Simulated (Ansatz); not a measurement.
Hexagonal WC

Computed with revPBE in Ansatz (PAW).

Run with plane-wave cutoff 520 eV, 24×24×22 k mesh (along the axes of the cell as run), Fermi–Dirac smearing 0.052 eV (set by the program), no spin polarisation, scalar-relativistic PAW data made under PBE.

Cell (relaxed at this level):

Space group P-6m2 (No. 187); a = b = 2.9303 Å, c = 2.8539 Å, α = β = 90.00°, γ = 120.00°

```tsv
atom	site	symmetry	x	y	z
W	1a	-6m2	0.0000	0.0000	0.0000
C	1d	-6m2	0.3333	0.6667	0.5000
```

```json
{
 "elastic constant C11": "687 GPa",
 "elastic constant C12": "218 GPa",
 "elastic constant C13": "166 GPa",
 "elastic constant C33": "921 GPa",
 "elastic constant C44": "295 GPa",
 "elastic constant C66": "234 GPa",
 "Voigt–Reuss–Hill bulk modulus": "376 GPa",
 "Voigt–Reuss–Hill shear modulus (Hill average)": "278 GPa",
 "young_modulus": "668 GPa",
 "poisson_ratio": "0.203"
}
```

Elastic constants are with the ions relaxed.

Spin–orbit coupling is not included.

The computed numbers hold no vibrational or temperature effects.

It cost roughly 50 core-minutes of CPU time.

Ansatz is a quantum-chemistry and plane-wave program.
